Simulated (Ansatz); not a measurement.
**ZnS: pressure series**

The reference is ZnS in the zinc blende structure (space group F-43m, No. 216).

```
CELL_PARAMETERS angstrom
      0.00000     2.69455     2.69455
      2.69455     0.00000     2.69455
      2.69455     2.69455     0.00000
ATOMIC_POSITIONS crystal
  Zn 0.00000 0.00000 0.00000
  S  0.25000 0.25000 0.25000
```

Cell and atoms are relaxed at each pressure.

Computed with DFT with r2SCAN, PAW potentials and a 500 eV plane-wave cutoff in Ansatz (an electronic-structure program), scalar-relativistic without spin-orbit coupling.

| P (GPa) | V (Å³/atom) |
|---|---|
| -1.99 | 20.095 |
| -0.99 | 19.818 |
| 0.90 | 19.346 |
| 2.11 | 19.074 |
| 4.49 | 18.589 |
| 8.99 | 17.820 |
| 14.99 | 17.001 |
| 22.49 | 16.188 |
| 29.99 | 15.532 |

A third-order Birch–Murnaghan fit to these points gives V₀ = 19.56 Å³/atom, B₀ = 79 GPa and B₀′ = 4.3. At pressure 30 GPa the volume is 79.4 % of V₀.

Measured bulk modulus of ZnS: 77.1 GPa (temperature not stated; as listed in Cormac Toher et al., Physical Review Materials (2017)); the computed value is for a static lattice, so the two differ by thermal effects too.

Between the base and pressure 9 GPa the gap moves from 2.70 eV to 3.14 eV, a mean slope of 49 meV/GPa.

Load acts through the strain it causes; cell and atoms are relaxed under it. Stability against distortions was not tested. Measured, ZnS leaves this structure (for rock salt) near 14.7 GPa (temperature not stated; as listed in Datta, Sujoy, Jana, Debnarayan, arXiv (2020)), on rising pressure, with hysteresis.
